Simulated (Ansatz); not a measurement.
The starting structures come from a database of crystals and need not be the phases stable at ambient conditions.

Inside the gap of an insulator the Bloch states are evanescent, with a wavenumber k + iκ along the transport direction.

Here is the system:

```
CELL_PARAMETERS angstrom
      8.51564     0.00000     0.00000
      0.00000     8.59273     0.00000
      0.00000     4.29637     4.29637
ATOMIC_POSITIONS crystal
  Ti 0.00000 0.50000 0.73928
  Ti 0.75000 0.23928 0.26072
  Ti 0.50000 0.50000 0.26072
  Ti 0.25000 0.76072 0.73928
  Zn 0.62500 0.74724 0.50552
  Zn 0.37500 0.25276 0.00000
  Zn 0.12500 0.25276 0.49448
  Zn 0.87500 0.74724 0.00000
  Zn 0.00000 0.00000 0.24489
  Zn 0.75000 0.24489 0.75511
  Zn 0.50000 0.00000 0.75511
  Zn 0.25000 0.75511 0.24489
  O  0.75067 0.02614 0.70814
  O  0.50067 0.73428 0.23958
  O  0.25067 0.97386 0.29186
  O  0.00067 0.26572 0.76042
  O  0.74933 0.02614 0.23958
  O  0.99933 0.73428 0.29186
  O  0.24933 0.97386 0.76042
  O  0.49933 0.26572 0.70814
  O  0.76803 0.48578 0.78055
  O  0.51803 0.26633 0.24789
  O  0.26803 0.51422 0.21945
  O  0.01803 0.73367 0.75211
  O  0.73197 0.48578 0.24789
  O  0.98197 0.26633 0.21945
  O  0.23197 0.51422 0.75211
  O  0.48197 0.73367 0.78055
```

Space group of this cell: P4_122. The cell is taken as given; by r2SCAN its mean pressure is -7.1 GPa.

Transport runs along the normal of the first two printed cell vectors, the (110) plane of the conventional cell.

The gap is the functional's own. No spin-orbit coupling. Mid-gap values are interpolated on the energy grid.

Q: Compute, with r2SCAN in Ansatz (an electronic-structure program), the band gap and the smallest decay constant κ at mid-gap.

A: Gap 2.76 eV on a 4×8×8 mesh; κ = 0.340 1/Å, at the zone centre.
